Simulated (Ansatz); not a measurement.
Surface: Si(111) 1x1 surface, 6 top atoms, 3 bilayers, bottom bilayer H-capped and fixed, every top atom capped by F; cell 11.5 x 6.6 Å; about 7 Å thick over the host's atoms, 18 atoms held. The numbers are results of PBE-D3(BJ) (plane waves to 420 eV, PAW; Ansatz, a first-principles code), not measurements. k mesh 1 x 2 x 1. The slab states were run without spin polarisation. Results hold for this slab, coverage and mesh. All energies are electronic energies at 0 K, without vibrations. Each state was relaxed from one prepared geometry.

One H2O a cell is brought to Si(111):F. Relaxed result near the molecule:

```
atom    x (Å)   y (Å)   z (Å)
------  -----  ------  ------
Si(17)  5.752   3.413   9.507
Si(18)  5.757   1.121   8.983
F(30)   3.469  -0.169  11.124
F(31)   5.752   3.745  11.112
Si(32)  7.740  -0.020   9.505
F(46)   8.026  -0.182  11.110
O(a0)   5.794   1.130  11.925
H(a1)   5.795   2.050  12.237
H(a2)   6.638   0.752  12.221
```

Question: What is the adsorption energy against the free H2O and the slab before, and how much of it is dispersion?

Answer: -0.20 eV (negative: bound); the D3 term gives -0.16 eV of it. Its closest contacts to the rest of the cell: H(a2)...F(46) 2.01 Å, H(a1)...F(31) 2.03 Å, O(a0)...F(46) 2.71 Å.
